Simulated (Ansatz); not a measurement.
## Variants of one calculation on TiPO₄ (P1, 48 atoms in the cell)

```yaml
crystal:
  lattice:
    - [4.75980, 0.00000, 0.00000]
    - [0.00000, 6.34930, 0.00000]
    - [-2.28432, 0.00000, 17.61238]
  atoms:
    - { symbol: Ti, position: [0.74385, 0.50083, 0.12326] }
    - { symbol: Ti, position: [0.25485, 0.00516, 0.87613] }
    - { symbol: Ti, position: [0.25612, 0.50317, 0.87466] }
    - { symbol: Ti, position: [0.73611, 0.99461, 0.12270] }
    - { symbol: Ti, position: [0.24669, 0.49492, 0.37581] }
    - { symbol: Ti, position: [0.75664, 0.99429, 0.62499] }
    - { symbol: Ti, position: [0.75599, 0.50404, 0.62490] }
    - { symbol: Ti, position: [0.25409, 0.00288, 0.37177] }
    - { symbol: P, position: [0.27358, 0.75506, 0.21128] }
    - { symbol: P, position: [0.73195, 0.24945, 0.78818] }
    - { symbol: P, position: [0.71980, 0.24796, 0.28739] }
    - { symbol: P, position: [0.28623, 0.75063, 0.71277] }
    - { symbol: P, position: [0.77744, 0.74880, 0.46455] }
    - { symbol: P, position: [0.22179, 0.24901, 0.53793] }
    - { symbol: P, position: [0.22401, 0.25066, 0.03709] }
    - { symbol: P, position: [0.76471, 0.74727, 0.96313] }
    - { symbol: O, position: [0.66680, 0.24812, 0.20067] }
    - { symbol: O, position: [0.33659, 0.75018, 0.80186] }
    - { symbol: O, position: [0.56242, 0.75053, 0.18504] }
    - { symbol: O, position: [0.43856, 0.25393, 0.81542] }
    - { symbol: O, position: [0.94605, 0.25467, 0.07221] }
    - { symbol: O, position: [0.06016, 0.75004, 0.92768] }
    - { symbol: O, position: [0.81372, 0.74644, 0.05184] }
    - { symbol: O, position: [0.18153, 0.25077, 0.95056] }
    - { symbol: O, position: [0.38247, 0.44637, 0.06373] }
    - { symbol: O, position: [0.62647, 0.95026, 0.93555] }
    - { symbol: O, position: [0.60757, 0.55019, 0.93656] }
    - { symbol: O, position: [0.38428, 0.05763, 0.06409] }
    - { symbol: O, position: [0.11491, 0.54680, 0.18536] }
    - { symbol: O, position: [0.88011, 0.04471, 0.81335] }
    - { symbol: O, position: [0.88402, 0.44777, 0.81454] }
    - { symbol: O, position: [0.11337, 0.94758, 0.18352] }
    - { symbol: O, position: [0.88653, 0.44889, 0.31231] }
    - { symbol: O, position: [0.11463, 0.94556, 0.68737] }
    - { symbol: O, position: [0.11109, 0.55546, 0.68562] }
    - { symbol: O, position: [0.89085, 0.04947, 0.31385] }
    - { symbol: O, position: [0.61052, 0.55501, 0.43398] }
    - { symbol: O, position: [0.38445, 0.04922, 0.56477] }
    - { symbol: O, position: [0.39071, 0.44399, 0.56498] }
    - { symbol: O, position: [0.61023, 0.94896, 0.43514] }
    - { symbol: O, position: [0.05321, 0.74676, 0.43075] }
    - { symbol: O, position: [0.94499, 0.25440, 0.57091] }
    - { symbol: O, position: [0.17775, 0.25806, 0.45392] }
    - { symbol: O, position: [0.82805, 0.75286, 0.54719] }
    - { symbol: O, position: [0.42454, 0.24737, 0.32023] }
    - { symbol: O, position: [0.56880, 0.74898, 0.68016] }
    - { symbol: O, position: [0.32450, 0.74580, 0.30430] }
    - { symbol: O, position: [0.67627, 0.25446, 0.69600] }
```

Base run A: Ansatz (a first-principles code) with PBEsol, default PAW files made with PBE, self-consistent single point.

Its settings: kpoints.mp_grid.grid = 4 3 1; hamiltonian.xc = pbesol; hamiltonian.pseudopotentials = {kind: paw} (the program's default PAW files); scf.occupations.method = cold; scf.occupations.width = 0.1 eV.

The starting cell comes from a database of published, mostly measured structures (it also holds non-ambient and calculated ones), without a prior relaxation at this level. Its atoms were displaced at random from the sites of space group no. 11. Spin polarisation is off, so a magnetic state, if there is one, cannot be reached. In the base run, forces exceed 1 eV/Å. Ansatz's pressure includes its estimate of the finite-basis (Pulay) stress. Without a gap this mesh is coarse (it stands for a supercell whose shortest vector is 18 Å).

ΔF is the free energy per atom less that of run A. A dash stands where there is no value to compare (another energy zero or no entropy term, no result, no spin, no clean gap, or a mesh too coarse for one). Total energies depend on the potentials, the functional and any Hubbard or dispersion term, so they are compared only between runs that share all of them.

Runs:
- B: hamiltonian.dispersion: default → d3bjatm [PBEsol-D3BJ-ATM]
- C: kpoints.mp_grid.grid: 4 3 1 → 3 3 1
- D: scf.occupations.width: 0.1 eV → 0.002 eV
- E: scf.mixing.algorithm: default (the program chose MSR1) → anderson; scf.mixing.beta: default → 0.05
- F: scf.mixing.preconditioner: default (the program chose LDOS) → kerker_dos

```csv
run,ΔF (meV/atom),pressure (GPa),largest force (eV/Å),k-points
A,0.00,1.81,5.492,7
B,–,-0.25,5.491,7
C,-0.06,1.82,5.495,5
D,0.14,1.80,5.506,7
E,0.00,1.81,5.492,7
F,0.00,1.81,5.492,7
```

Run D against A: The free energy hardly moves (within 1 meV/atom), the pressure hardly changes (1.81 to 1.80 GPa) and the largest force goes from 5.492 to 5.506 eV/Å.

Run B against A: The pressure goes from 1.81 to -0.25 GPa and the largest force moves little (5.492 to 5.491 eV/Å).

Keys are those of Ansatz 0.2.
